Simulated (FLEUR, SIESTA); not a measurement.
A FLEUR input for a self-consistent single point of Nb (Im-3m, 1 atom in the cell) (DFT, PBE, all-electron FLAPW (FLEUR), scalar-relativistic valence):

Input of the input generator:

```
Nb crystal
&input film=f /
-3.1180915693 3.1180915693 3.1180915693
3.1180915693 -3.1180915693 3.1180915693
3.1180915693 3.1180915693 -3.1180915693
1.0
1.0 1.0 1.0

1
41 0.0000000000 0.0000000000 0.0000000000

&comp jspins=1 /
&kpt div1=11 div2=11 div3=11 /
&end /
```

```xml
<?xml version="1.0" encoding="UTF-8" standalone="no"?>
<fleurInput fleurInputVersion="0.39">
   <comment>
      Nb crystal                                                                                          
   </comment>
   <calculationSetup>
      <cutoffs Kmax="3.9" Gmax="15.6" GmaxXC="15.6" numbands="0"/>
      <scfLoop itmax="80" minDistance="0.00001" maxIterBroyd="99" imix="Anderson" alpha="0.05" precondParam="0.0" spinf="2.0"/>
      <coreElectrons ctail="T" frcor="F" kcrel="0" coretail_lmax="0"/>
      <xcFunctional name="pbe" relativisticCorrections="F"/>
      <magnetism jspins="1"/>
      <soc l_soc="F" theta="0.0" phi="0.0" spav="F"/>
      <expertModes spex="0" secvar="F"/>
      <geometryOptimization l_f="T" forcealpha="1.0" forcemix="BFGS" epsdisp="0.00001" epsforce="0.00001"/>
      <ldaU l_linMix="F" mixParam="0.05" spinf="1.0"/>
   </calculationSetup>
   <cell>
      <bzIntegration valenceElectrons="13.0" mode="hist" fermiSmearingEnergy="0.00367493">
         <kPointListSelection listName="default-1"/>
         <!-- k-points included here -->
         <xi:include xmlns:xi="http://www.w3.org/2001/XInclude" href="kpts.xml"> </xi:include>
      </bzIntegration>
      <!-- symmetry operations included here -->
      <xi:include xmlns:xi="http://www.w3.org/2001/XInclude" href="sym.xml"> </xi:include>
      <bulkLattice scale="1.0">
         <bravaisMatrix>
            <row-1>   -3.1180915693000002     3.1180915693000002     3.1180915693000002</row-1>
            <row-2>    3.1180915693000002    -3.1180915693000002     3.1180915693000002</row-2>
            <row-3>    3.1180915693000002     3.1180915693000002    -3.1180915693000002</row-3>
         </bravaisMatrix>
      </bulkLattice>
   </cell>
   <atomSpecies>
      <species name="Niobium (Nb)" element="Nb" atomicNumber="41">
         <mtSphere radius="2.58" gridPoints="889" logIncrement="0.014"/>
         <atomicCutoffs lmax="10" lnonsphr="8"/>
         <electronConfig flipSpins="F">
            <coreConfig>(1s1/2) (2s1/2) (2p1/2) (2p3/2) (3s1/2) (3p1/2) (3p3/2) (3d3/2) (3d5/2)</coreConfig>
            <valenceConfig>(4s1/2) (4p1/2) (4p3/2) (5s1/2) (4d3/2) (4d5/2)</valenceConfig>
            <stateOccupation state="(5s1/2)" spinUp="0.5" spinDown="0.5"/>
            <stateOccupation state="(4d3/2)" spinUp="0.8" spinDown="0.8"/>
            <stateOccupation state="(4d5/2)" spinUp="1.2" spinDown="1.2"/>
         </electronConfig>
         <energyParameters s="5" p="5" d="4" f="4"/>
         <lo type="SCLO" l="0" n="4" eDeriv="0"/>
         <lo type="SCLO" l="1" n="4" eDeriv="0"/>
      </species>
   </atomSpecies>
   <atomGroups>
      <atomGroup species="Niobium (Nb)">
         <relPos label="                   1">.0000000000 .0000000000 .0000000000</relPos>
         <force calculate="T" relaxXYZ="TTT"/>
      </atomGroup>
   </atomGroups>
   <output dos="F" band="F" slice="F">
      <checks vchk="F" cdinf="F"/>
      <bandDOS minEnergy="-.5*Htr" maxEnergy="0.5*Htr" sigma="0.015" storeEVData="T"/>
      <vacuumDOS vacdos="F" integ="F" star="F" nstars="0" locx1="0.0" locy1="0.0" locx2="0.0" locy2="0.0" nstm="0" tworkf="0.0"/>
      <unfoldingBand unfoldBand="F" supercellX="1" supercellY="1" supercellZ="1"/>
      <plotting iplot="0" polar="F">
         <plot TwoD="T" vec1="  1.0  0.0  0.0" vec2="  0.0  1.0  0.0" vec3="  0.0  0.0  1.0" zero="  0.0  0.0  0.0" file="plot"/>
      </plotting>
      <chargeDensitySlicing numkpt="0" minEigenval="0.0" maxEigenval="0.0" nnne="0" pallst="F"/>
      <specialOutput eonly="F"/>
      <magneticCircularDichroism mcd="F" energyLo="-10.0" energyUp="0.0"/>
   </output>
  <!-- We include the file relax.xml here to enable relaxations (see documentation) -->
  <xi:include xmlns:xi="http://www.w3.org/2001/XInclude" href="relax.xml"> <xi:fallback/> </xi:include>
</fleurInput>
```

### Question
Translate this input to SIESTA.

### Answer
One input that does it (others would too):

```
# files in the folder: Nb.psml (PseudoDojo PBE standard)
SystemName  Nb
SystemLabel siesta

NumberOfAtoms                1
NumberOfSpecies              1
%block ChemicalSpeciesLabel
  1 41 Nb
%endblock ChemicalSpeciesLabel
LatticeConstant              1.0 Bohr
%block LatticeVectors
    -3.118091569    3.118091569    3.118091569
     3.118091569   -3.118091569    3.118091569
     3.118091569    3.118091569   -3.118091569
%endblock LatticeVectors
AtomicCoordinatesFormat      Ang
%block AtomicCoordinatesAndAtomicSpecies
     0.000000000    0.000000000    0.000000000  1
%endblock AtomicCoordinatesAndAtomicSpecies

XC.functional                GGA
XC.authors                   PBE
PAO.BasisSize                DZP
PAO.EnergyShift              0.005 Ry
MeshCutoff                   350 Ry
%block kgrid.MonkhorstPack
   11   0   0  0.0
    0  11   0  0.0
    0   0  11  0.0
%endblock kgrid.MonkhorstPack
OccupationFunction           FD
ElectronicTemperature        0.1 eV

MaxSCFIterations             150
SCF.Mixer.Method             Pulay
SCF.Mixer.Weight             0.2
SCF.Mixer.History            8
SCF.DM.Tolerance             1.0E-04
Diag.ParallelOverK           true
WriteForces                  true
```

Basis, cutoffs, solver keys and any potentials are the target program's own. This input uses DFT, GGA PBE, numerical atomic orbitals DZP, PseudoDojo PBE standard norm-conserving potentials (rewritten from UPF to PSML).

The starting cell comes from a database of computed structures (which also holds hypothetical and non-ambient phases and stackings), without a prior relaxation at this level. Its lattice was rescaled by a random factor within 2.5 % of one. For this run, on top of that: lattice scaled by 0.98.
